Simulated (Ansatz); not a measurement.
The starting structures come from a database of crystals and need not be the phases stable at ambient conditions.

By PBEsol, the system below comes out a metal.

A figure of merit of an interconnect metal is its ballistic conductance per area.

Data:

```xyz
3
Lattice="3.9504 0.0000 0.0000 0.0000 3.9504 0.0000 1.9752 -1.9752 3.2850" Properties=species:S:1:pos:R:3 pbc="T T T"
La     0.0000     0.0000     0.0000
C      3.9504     0.0000     2.6402
C      1.9752     1.9752     0.6448
```

Space group of this cell: I4/mmm. The cell is taken as given; by PBEsol its mean pressure is -2.8 GPa.

The current flows along the normal of the first two printed cell vectors, the (001) plane of the conventional cell. No spin-orbit coupling; the value is a mean over 0.1 eV about the Fermi level.

Problem. Predict the ballistic conductance per area from PBEsol in Ansatz (a first-principles code).

Solution. 0.70 × 10¹⁵ S/m² for both spins.
